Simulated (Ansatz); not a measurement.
The starting structures come from a database of crystals and need not be the phases stable at ambient conditions.

 Where the default PAW files enter, the runs use the earlier of Ansatz's two default sets.

Evanescent states of Cd(RhO$_{2}$)$_{2}$ (Fd-3m, spinel, not sure to be the ambient phase, 14 atoms a cell, 12.2 Å³ an atom) along the normal of (001)

Computed with r2SCAN (plane waves, PAW; Ansatz, a first-principles code).

The gap is the functional's own, uncorrected, and κ follows it; spin-orbit coupling is left out. Mid-gap values are interpolated between the computed energies.

Energies count from the valence-band top; κ is the least over a 6×6 mesh across the current.

```tsv
E (eV)	κ (1/Å)	where
0.04	0.146	Γ
0.12	0.192	Γ
0.20	0.205	Γ
0.28	0.213	Γ
0.36	0.217	Γ
0.44	0.219	Γ
0.52	0.218	Γ
0.60	0.214	Γ
0.68	0.208	Γ
0.76	0.200	Γ
0.84	0.188	Γ
0.92	0.174	Γ
1.00	0.155	Γ
1.08	0.131	Γ
1.16	0.096	Γ
1.24	0.023	Γ
```

Problem. How thick must the barrier be to attenuate the transmission by 10^4 when the electrodes' Fermi level lies at 0.92 eV, and what attenuation does that film give at 0.04 eV?

Solution. d = 4 ln 10 / (2 × 0.174) = 26.5 Å. At 0.04 eV it gives 4 × 0.146/0.174 = 3.4 decades.
